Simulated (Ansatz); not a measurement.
KZnF3: stress against strain

KZnF3 (cubic perovskite, Pm-3m, 13.308 Å³/atom at rest) under an equal strain ε in the (001) plane with the normal axis free, as in a coherent film. PBEsol in Ansatz, a plane-wave DFT program (PAW, default set), 420 eV, 8×8×8 Γ-centred mesh, Fermi-Dirac smearing 0.05 eV; ions are relaxed within the symmetry of each cell. Stress is positive for a compressed cell.

Here s stands for strain and y for stress xx.

| strain (%) | stress xx (GPa) |
|---|---|
| -1.20 | 1.90 |
| -0.60 | 0.92 |
| 0.00 | 0.01 |
| 0.60 | -0.85 |
| 1.20 | -1.65 |
| 3.00 | ? |

Fit y of the 5 rows that show it with a straight line. Means: s 0, y 0.066. About the means, the sum of products is -5.3220 and the sum of squares of s is 3.6000; the slope is their ratio. Least squares gives y = 0.066 - 1.4783·s. Residuals (row less fit): 0.060, -0.033, -0.056, -0.029, 0.058; standard error 0.063 (degrees of freedom: 3). The slope gives the biaxial elastic modulus of this plane = 148 ± 3 GPa.

Question: Predict the withheld y at s = 3.00 from the fit, and compare with the calculation.

Answer: y = 0.066 - 1.4783 × 3.0 = -4.369 GPa. The calculation gives -3.75 GPa, 0.619 GPa above the prediction (11.0 % of the range of y in the table). The row lies outside the fitted rows, so this is an extrapolation. From the scatter of the fitted rows alone, a prediction at this place has a standard error of 0.122 GPa, so the miss is 5.1 times that.

One order more, fitted to all 11 runs of the series, follows each within 0.03, so the miss is the next term of a smooth law. The primitive cell can neither tilt nor turn polar against its symmetry, as such crystals can under strain. Rows are the converged runs of the series near zero and its far end; series whose fitted rows scatter by over a few per cent of the range, as at a crossing or softening among them, aren't shown in this form. Most that stay on the fit to the last digits aren't either.
